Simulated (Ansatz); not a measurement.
The starting structures come from a database of crystals and need not be the phases stable at ambient conditions.

Here is the system:

```
AlO4P
1.0
    5.11334     0.00000     0.00000
    0.00000    11.25436     0.00000
    2.55667     0.00000     4.42828
Al P O
3 3 12
Direct
  0.50000   0.83333   0.50000
  0.50000   0.16667   0.00000
  0.00000   0.50000   0.50000
  0.00000   0.00000   0.50000
  0.50000   0.33333   0.50000
  0.50000   0.66667   0.00000
  0.42087   0.25595   0.77312
  0.22688   0.58928   0.19399
  0.80601   0.92262   0.42087
  0.57913   0.25595   0.22688
  0.77312   0.58928   0.80601
  0.19399   0.92262   0.57913
  0.77312   0.41072   0.42087
  0.19399   0.07738   0.22688
  0.42087   0.74405   0.80601
  0.22688   0.41072   0.57913
  0.80601   0.07738   0.77312
  0.57913   0.74405   0.19399
```

Space group of this cell: P6_422. The cell is taken as given; by PBEsol its mean pressure is 3.3 GPa.

Transport runs along the normal of the first two printed cell vectors, the (100) plane of the conventional cell.

The gap is the functional's own, uncorrected, and κ follows it; spin-orbit coupling is left out. Mid-gap values are interpolated between the computed energies.

### Question
Compute, with PBEsol run with Ansatz (a quantum-chemistry and plane-wave program), the band gap and the smallest decay constant κ at mid-gap.

### Answer
Gap 5.60 eV on a 8×4×8 mesh; κ = 0.509 1/Å, at the zone centre.
